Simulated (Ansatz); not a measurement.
The starting structures come from a database of crystals and need not be the phases stable at ambient conditions.

Here is the system:

```xyz
10
Lattice="5.6767 0.0000 0.0000 0.0000 5.6767 0.0000 2.8384 -2.8384 4.0140" Properties=species:S:1:pos:R:3 pbc="T T T"
K      5.6767     2.8384     2.0070
K      2.8384     0.0000     2.0070
Na     2.8384     2.8384     0.0000
Al     0.0000     0.0000     0.0000
H      4.4305     1.2462     0.0000
H      1.2462     4.4305     0.0000
H      4.4305     4.4305     0.0000
H      1.2462     1.2462     0.0000
H      5.6767     0.0000     1.7624
H      2.8384     2.8384     2.2516
```

Space group of this cell: Fm-3m. The cell is taken as given.

Transport runs along the normal of the first two printed cell vectors, the (001) plane of the conventional cell.

No gap correction and no spin-orbit coupling; mid-gap values are interpolated between computed energies.

### Question
Estimate the band gap and the smallest decay constant κ at mid-gap that PBEsol in Ansatz (a quantum-chemistry and plane-wave program) returns for this system.

### Answer
Gap 2.24 eV on a 8×8×8 mesh; κ = 0.320 1/Å, at the zone centre.
